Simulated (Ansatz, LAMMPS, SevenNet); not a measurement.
## CsCl-type TiCo, equilibrium lattice constant a

Reference value: 2.995 Å (measured, room temperature, no zero-point or thermal correction; as tabulated in Yamada et al. (2019), arXiv:1910.09660).

### Question
What do Lennard-Jones jacobson2022, SevenNet-0, LDA, PBE, RPBE, PBE-D3(BJ), PBEsol-D3(BJ), rVV10, r²SCAN-D4, HSE06, PBE0, r²SCAN0 give, and how far is each from the reference?

### Answer

```csv
level (code),value (Å),difference (%)
Lennard-Jones jacobson2022 (LAMMPS),3.079,+2.80
SevenNet-0,2.979,-0.53
LDA (Ansatz),2.902,-3.11
PBE (Ansatz),2.972,-0.77
RPBE (Ansatz),2.997,+0.07
PBE-D3(BJ) (Ansatz),2.934,-2.04
PBEsol-D3(BJ) (Ansatz),2.898,-3.24
rVV10 (Ansatz),2.982,-0.43
r²SCAN-D4 (Ansatz),2.945,-1.67
HSE06 (Ansatz),2.938,-1.90
PBE0 (Ansatz),2.937,-1.94
r²SCAN0 (Ansatz),2.928,-2.24
```

Leaving aside Lennard-Jones jacobson2022 (doubt noted below): The reference is not for a static lattice or low temperature, so close values are not ranked against it. Off by more than 1.25 %, or 1.75 % on the side where a correction would as a rule narrow the miss (bounds picked here): PBEsol-D3(BJ) (-3.24 %), LDA (-3.11 %), r²SCAN0 (-2.24 %), PBE-D3(BJ) (-2.04 %), PBE0 (-1.94 %), HSE06 (-1.90 %).

The measured value isn't corrected to a static lattice, so vibrations enter the comparison. A static lattice is as a rule a little smaller than the measured one. The crystal itself was run without spin with LDA, PBE, RPBE, PBE-D3(BJ), PBEsol-D3(BJ), rVV10, r²SCAN-D4, HSE06, PBE0, r²SCAN0; a magnetic state was not tried in these runs. Lennard-Jones jacobson2022: the pair parameters belong to the elements and are mixed by rule. Lennard-Jones jacobson2022: pair potentials favour close packing, so symmetry can be all that holds this lattice. HSE06: exact exchange on metals is sensitive to the k mesh and can open a false gap. HSE06: the run warned that the count of filled bands differs between k points. PBE0, r²SCAN0: the run has no spin polarisation, so it can have missed a magnetic state. Cutoffs and k meshes differ between the levels. Ansatz's density-functional and Hartree–Fock values are scalar-relativistic unless marked +SOC, with PAW data made under PBE.

Empirical potentials (Lennard-Jones jacobson2022) are fitted to chosen data: where that held the value shown, agreement is built in, and what lay outside the fit can be far off. Machine-learned potentials (SevenNet-0) are trained on DFT data: a solid inside that data is no test of them.

Differences are worked out from the printed values.

Ansatz is a program for electronic structure.
